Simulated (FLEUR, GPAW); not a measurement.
A GPAW input for a self-consistent single point of CdIn (P1, 2 atoms in the cell) (DFT PBEsol, plane waves, GPAW PAW datasets PBEsol (made by gpaw-setup)):

```python
from ase import Atoms
from ase.units import GPa
from gpaw import GPAW

atoms = Atoms(['Cd', 'In'],
              cell=[[3.218613, 0.000000, 0.000000],
                    [-1.609306, 2.787400, 0.000000],
                    [0.000000, 0.000000, 5.916146]],
              scaled_positions=[[0.014987, 0.004885, 0.500918],
                                [0.651680, 0.328448, -0.000918]],
              pbc=True)

calc = GPAW(mode={'name': 'pw', 'ecut': 550},
            xc='PBEsol',
            kpts={'size': (8, 8, 4), 'gamma': True},
            occupations={'name': 'fermi-dirac', 'width': 0.1},
            nbands=-10,
            symmetry={'symmorphic': False, 'tolerance': 0.0005},
            maxiter=100,
            txt='-')

atoms.calc = calc

energy = atoms.get_potential_energy()
print('Energy (eV):', round(energy, 6))
forces = atoms.get_forces()
print('Forces (eV/Ang):')
print(forces.round(5))
stress = atoms.get_stress()
print('Stress (GPa, Voigt):', (stress / GPa).round(4))
```

**Question.** Give the FLEUR input for the same structure, mesh, smearing and functional.

**Answer.** This is the input that was run; spellings and numerical settings could be chosen otherwise.

Input of the input generator:

```
CdIn FLAPW
&input film=f /
6.0822963915 -0.0000003147 0.0000000000
-3.0411479232 5.2674233457 0.0000000000
0.0000000000 0.0000000000 11.1798956533
1.0
1.0 1.0 1.0

2
48 0.0149870000 0.0048850000 0.5009180000
49 0.6516800000 0.3284480000 -0.0009180000

&comp jspins=1 /
&exco xctyp='PBEs' /
&kpt div1=8 div2=8 div3=4 gamma=t /
&end /
```

```xml
<?xml version="1.0" encoding="UTF-8" standalone="no"?>
<fleurInput fleurInputVersion="0.39">
   <comment>
      CdIn FLAPW                                                                                          
   </comment>
   <calculationSetup>
      <cutoffs Kmax="3.8" Gmax="11.4" GmaxXC="11.4" numbands="0"/>
      <scfLoop itmax="60" minDistance="0.00001" maxIterBroyd="25" imix="Anderson" alpha="0.05" precondParam="0.0" spinf="2.0"/>
      <coreElectrons ctail="T" frcor="F" kcrel="0" coretail_lmax="0"/>
      <xcFunctional name="PBEs" relativisticCorrections="F"/>
      <magnetism jspins="1"/>
      <soc l_soc="F" theta="0.0" phi="0.0" spav="F"/>
      <expertModes spex="0" secvar="F"/>
      <geometryOptimization l_f="T" forcealpha="1.0" forcemix="BFGS" epsdisp="0.00001" epsforce="0.00001"/>
      <ldaU l_linMix="F" mixParam="0.05" spinf="1.0"/>
   </calculationSetup>
   <cell>
      <bzIntegration valenceElectrons="31.0" mode="hist" fermiSmearingEnergy="0.00367493">
         <kPointListSelection listName="default-1"/>
         <!-- k-points included here -->
         <xi:include xmlns:xi="http://www.w3.org/2001/XInclude" href="kpts.xml"> </xi:include>
      </bzIntegration>
      <!-- symmetry operations included here -->
      <xi:include xmlns:xi="http://www.w3.org/2001/XInclude" href="sym.xml"> </xi:include>
      <bulkLattice scale="1.0">
         <bravaisMatrix>
            <row-1>    6.0822963914999999    -0.0000003147000000     0.0000000000000000</row-1>
            <row-2>   -3.0411479232000000     5.2674233457000001     0.0000000000000000</row-2>
            <row-3>    0.0000000000000000     0.0000000000000000    11.1798956532999991</row-3>
         </bravaisMatrix>
      </bulkLattice>
   </cell>
   <atomSpecies>
      <species name="Cadmium (Cd)" element="Cd" atomicNumber="48">
         <mtSphere radius="2.68" gridPoints="925" logIncrement="0.014"/>
         <atomicCutoffs lmax="10" lnonsphr="8"/>
         <electronConfig flipSpins="F">
            <coreConfig>(1s1/2) (2s1/2) (2p1/2) (2p3/2) (3s1/2) (3p1/2) (3p3/2) (4s1/2) (3d3/2) (3d5/2)</coreConfig>
            <valenceConfig>(4p1/2) (4p3/2) (5s1/2) (4d3/2) (4d5/2)</valenceConfig>
         </electronConfig>
         <energyParameters s="5" p="5" d="4" f="4"/>
         <lo type="SCLO" l="1" n="4" eDeriv="0"/>
         <lo type="HELO" l="2" n="5" eDeriv="0"/>
      </species>
      <species name="Indium (In)" element="In" atomicNumber="49">
         <mtSphere radius="2.68" gridPoints="925" logIncrement="0.014"/>
         <atomicCutoffs lmax="10" lnonsphr="8"/>
         <electronConfig flipSpins="F">
            <coreConfig>(1s1/2) (2s1/2) (2p1/2) (2p3/2) (3s1/2) (3p1/2) (3p3/2) (4s1/2) (3d3/2) (3d5/2) (4p1/2) (4p3/2)</coreConfig>
            <valenceConfig>(5s1/2) (4d3/2) (4d5/2) (5p1/2) (5p3/2)</valenceConfig>
            <stateOccupation state="(5p1/2)" spinUp="0.1666666666667" spinDown="0.1666666666667"/>
            <stateOccupation state="(5p3/2)" spinUp="0.3333333333333" spinDown="0.3333333333333"/>
         </electronConfig>
         <energyParameters s="5" p="5" d="5" f="4"/>
         <lo type="SCLO" l="2" n="4" eDeriv="0"/>
      </species>
   </atomSpecies>
   <atomGroups>
      <atomGroup species="Cadmium (Cd)">
         <relPos label="                   1">.0149870000 .0048850000 -.4990820000</relPos>
         <force calculate="T" relaxXYZ="TTT"/>
      </atomGroup>
      <atomGroup species="Indium (In)">
         <relPos label="                   2">-.3483200000 .3284480000 -.0009180000</relPos>
         <force calculate="T" relaxXYZ="TTT"/>
      </atomGroup>
   </atomGroups>
   <output dos="F" band="F" slice="F">
      <checks vchk="F" cdinf="F"/>
      <bandDOS minEnergy="-.5*Htr" maxEnergy="0.5*Htr" sigma="0.015" storeEVData="T"/>
      <vacuumDOS vacdos="F" integ="F" star="F" nstars="0" locx1="0.0" locy1="0.0" locx2="0.0" locy2="0.0" nstm="0" tworkf="0.0"/>
      <unfoldingBand unfoldBand="F" supercellX="1" supercellY="1" supercellZ="1"/>
      <plotting iplot="0" polar="F">
         <plot TwoD="T" vec1="  1.0  0.0  0.0" vec2="  0.0  1.0  0.0" vec3="  0.0  0.0  1.0" zero="  0.0  0.0  0.0" file="plot"/>
      </plotting>
      <chargeDensitySlicing numkpt="0" minEigenval="0.0" maxEigenval="0.0" nnne="0" pallst="F"/>
      <specialOutput eonly="F"/>
      <magneticCircularDichroism mcd="F" energyLo="-10.0" energyUp="0.0"/>
   </output>
  <!-- We include the file relax.xml here to enable relaxations (see documentation) -->
  <xi:include xmlns:xi="http://www.w3.org/2001/XInclude" href="relax.xml"> <xi:fallback/> </xi:include>
</fleurInput>
```

Basis settings and potentials, where a program has them, do not carry over. This input uses DFT, PBEsol, all-electron FLAPW (FLEUR), scalar-relativistic valence.

The starting cell comes from a database of computed structures (which also holds hypothetical and non-ambient phases and stackings), without a prior relaxation at this level. Its lattice was rescaled by a random factor within 2.5 % of one. For this run, on top of that: atoms moved at random.
